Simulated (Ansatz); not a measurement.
RuTe (model structure, Pmma, No. 51, 4 atoms in the cell) was calculated with PBE (Ansatz, a first-principles code, plane waves, PAW).

The input as run:

Ansatz 0.2 input:
```yaml
crystal:
  lattice:
    - [4.4741873635, 0.0, 0.0]
    - [0.0, 3.1560364114, 0.0]
    - [0.0, 0.0, 5.9419016416]
  atoms:
    - { symbol: Ru, position: [0.25, 0.0, 0.8632561242] }
    - { symbol: Ru, position: [0.75, 0.0, 0.1367438758] }
    - { symbol: Te, position: [0.25, 0.5, 0.2290531928] }
    - { symbol: Te, position: [0.75, 0.5, 0.7709468072] }
basis:
  ecutwfc: 520
  ecutrho_ratio: 4
  xc_grid: 2
kpoints:
  mp_grid: { grid: [12, 18, 12] }
hamiltonian:
  xc: pbe
  dispersion: none
  pseudopotentials: { kind: paw }
scf:
  occupations: { method: fermi_dirac, width: 0.05 }
output:
  forces: true
  stress: true
  eigenvalues: true
relax:
  f_tol: 0.004
  escape_saddle: false
  max_steps: 80
  cell: { stress_tol: 0.02, fix: [volume] }
```

From the output:

```
Relaxation: its limit of steps is 80 (relax.max_steps)
Crystal: 4 atoms, lattice volume = 83.904 Å³
Basis set: ecut = 520 eV, 2257 PW (Γ), exchange–correlation on 72×48×90 points (8 copies of the dense FFT grid, shifted against one another)
Bands: 39, of which v1, the nominal top of the filled ones, is band 32 counted from 1 (31 counted from 0)
Symmetry: 8 space group operations
Space group: Pmma (ITA 51), of the structure as read, at distance tolerance 4.4e-5 Å
k-points: 490 of 2592
Functional: x = pbe(κ = 0.804, μ = 0.2195149727645171), c = pbe(β = 0.06672455060314922)
SCF iter   1: F=—  HF=-25715.882936 eV  |F-HF|=—  |Δ(HF+E_count)|=         —  Δρ=6.90e-3  dr2=3.07e-2
SCF iter   2: F=—  HF=-25715.880556 eV  |F-HF|=—  |Δ(HF+E_count)|=   2.38e-3  Δρ=3.59e-3  dr2=1.03e-2
  ...
SCF 1 converged in 8 iterations: F = -25715.879812 eV  dr2 = 7.97e-9
Crystal: 4 atoms, lattice volume = 83.904 Å³
Basis set: ecut = 520 eV, 2231 PW (Γ), exchange–correlation on 72×48×90 points (8 copies of the dense FFT grid, shifted against one another)
Initial density: handed on by an earlier stage of this run
  ...
Crystal: 4 atoms, lattice volume = 83.904 Å³
Basis set: ecut = 520 eV, 2255 PW (Γ), exchange–correlation on 72×48×90 points (8 copies of the dense FFT grid, shifted against one another)
SCF 3 converged in 11 iterations: F = -25715.891312 eV  dr2 = 1.18e-12
Crystal: 4 atoms, lattice volume = 83.904 Å³
SCF 4 converged in 6 iterations: F = -25715.891694 eV  dr2 = 6.82e-9
Crystal: 4 atoms, lattice volume = 83.904 Å³
SCF 5 converged in 6 iterations: F = -25715.891783 eV  dr2 = 2.13e-9
Crystal: 4 atoms, lattice volume = 83.904 Å³
SCF 6 converged in 6 iterations: F = -25715.891803 eV  dr2 = 8.49e-11
Crystal: 4 atoms, lattice volume = 83.904 Å³
SCF iter   8: F=-25715.891820 eV  HF=-25715.891820 eV  |F-HF|=3.64e-12  |Δ(HF+E_count)|=    0.00e0  Δρ=1.67e-9  dr2=3.03e-15
SCF iter   9: F=-25715.891820 eV  HF=-25715.891820 eV  |F-HF|=0.00e0  |Δ(HF+E_count)|=    0.00e0  Δρ=5.84e-10  dr2=3.51e-16
SCF 7 converged in 9 iterations: F = -25715.891820 eV  dr2 = 3.51e-16
SCF converged after 9 iterations
Free energy (F): -25715.891820 eV
Internal energy: -25715.866241 eV  (E = F + TS)
E sigma→0 (E₀):  -25715.879030 eV
Fermi energy:    15.465400 eV
--- Forces (eV/Å), atoms counted from 1 ---
  atom   1  Ru     0.00000000     0.00000000     0.00117631
  atom   2  Ru     0.00000000    -0.00000000    -0.00117631
  atom   3  Te     0.00000000     0.00000000     0.00050646
  atom   4  Te     0.00000000    -0.00000000    -0.00050646
--- Stress (GPa, compression-positive) ---
        0.311774       0.000000      -0.000000
        0.000000       0.315431       0.000000
       -0.000000       0.000000       0.300146
  P = ⅓ Tr σ = 0.3091 GPa (3.091 kbar)
```

The cell is one volume of an energy–volume scan, off the minimum.

Note: the run has no spin polarisation, so it can have missed a magnetic state. Note: the relaxation could raise the start's symmetry but not lower it, so the cell can be a saddle point. Note: the cell has widely spaced layers and the level no dispersion term, so their spacing and the moduli can rest on weak binding.

A model structure was made by putting elements into a prototype or built by hand; it is no filed structure, need not be a known phase, and can be a saddle point held by its symmetry.
